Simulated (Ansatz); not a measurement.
The parent structure is SrSnSe$_{3}$ in the cubic perovskite structure (space group Pm-3m, No. 221; a = 5.271 Å; a hypothetical phase, not in the database extracts checked). Axes: x, y, z lie along the cube axes.

Structures relaxed with Ansatz (a quantum-chemistry and plane-wave program), r2SCAN, PAW, cutoff 500 eV, no spin-orbit coupling.

Base:

Simulated powder pattern, Cu Kα1, λ = 1.54056 Å (kinematic, ideal powder, no thermal factors, no anomalous dispersion; the 8 strongest lines at most, above 2 %, up to 2θ = 90°):

| 2θ (°) | I/Imax (%) | hkl |
|---|---|---|
| 16.81 | 35 | (100) |
| 23.86 | 40 | (110) |
| 29.33 | 43 | (111) |
| 33.99 | 100 | (200) |
| 48.83 | 71 | (220) |
| 57.99 | 18 | (311) |
| 60.83 | 24 | (222) |
| 81.63 | 31 | (420) |

Modification: the cell is stretched by 1.89 % along x with no lateral relaxation; the atoms relax in the strained cell.

After the change:

Simulated powder pattern, Cu Kα1, λ = 1.54056 Å (kinematic, ideal powder, no thermal factors, no anomalous dispersion; the 8 strongest lines at most, above 2 %, up to 2θ = 90°):

```json
[
 {"2θ (°)": "16.81", "I/Imax (%)": "35", "hkl": "(010)"},
 {"2θ (°)": "23.63", "I/Imax (%)": "41", "hkl": "(110)"},
 {"2θ (°)": "29.14", "I/Imax (%)": "66", "hkl": "(111)"},
 {"2θ (°)": "33.34", "I/Imax (%)": "53", "hkl": "(200)"},
 {"2θ (°)": "33.99", "I/Imax (%)": "100", "hkl": "(020)"},
 {"2θ (°)": "48.35", "I/Imax (%)": "73", "hkl": "(220)"},
 {"2θ (°)": "48.83", "I/Imax (%)": "35", "hkl": "(022)"},
 {"2θ (°)": "60.42", "I/Imax (%)": "37", "hkl": "(222)"}
]
```

The indices refer to the base's conventional cell; one index is shown for lines that coincide. The space group is now P4/mmm (No. 123).

Whether these cells are dynamically stable was not tested. All final runs are without spin polarisation. Many cubic perovskites are stable only at high temperature; tilts and polar distortions were not tested.
